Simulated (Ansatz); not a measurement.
Amorphous Si18Ba6O42, 66 atoms at 3.09 g/cm³, one PBE-relaxed geometry, zone centre. Methods: PBE, scalar-relativistic without spin-orbit coupling (Ansatz, an electronic-structure program); r2SCAN, scalar-relativistic without spin-orbit coupling (Ansatz); HSE06, scalar-relativistic without spin-orbit coupling (Ansatz). Plane waves to 420 eV (r2SCAN 500 eV); exact exchange is cut at the cell's faces. At PBE the levels at the filled edge of the gap are localised (band-tail or defect states), and the nearest spread-out levels lie 4.9 eV apart at the zone centre. All rungs ran without spin polarisation.

The cell was made by melting and quenching with the CHGNet potential and then relaxed with DFT. O atoms were pushed apart under 1.9 Å during the dynamics, to hinder bonds among them. The hot cell started wider than the set density and was brought back towards it in steps. It is the lowest in DFT energy of 2 quenches. It is a model cell: composition and starting density were chosen by hand, and all elements were melted together. No dispersion term was used. Its density started from a set value of 3.25 and ended at 3.09 g/cm³. The quench (nominally 240 K/ps over its main leg) was far faster than any real one, so the model tends to hold more defects than a real film. Values belong to this one cell and scatter from quench to quench. Volume and shape were free in the relaxation.

The relaxation ran on the zone centre alone. At PBE the level gap is 3.75 eV on a 2×2×2 Γ-centred mesh, and the spacing at the zone centre alone 3.75 eV.

What zone-centre spacing does r2SCAN give, roughly?

4.30 eV (+0.55 eV against PBE).

What zone-centre spacing does HSE06 give, roughly?

5.33 eV (+1.58 eV against PBE).

The highest filled and the lowest empty state spread over these numbers of atoms (participation numbers): PBE: 2.9 and 44.3; r2SCAN: 2.9 and 42.7; HSE06: 2.9 and 41.0.
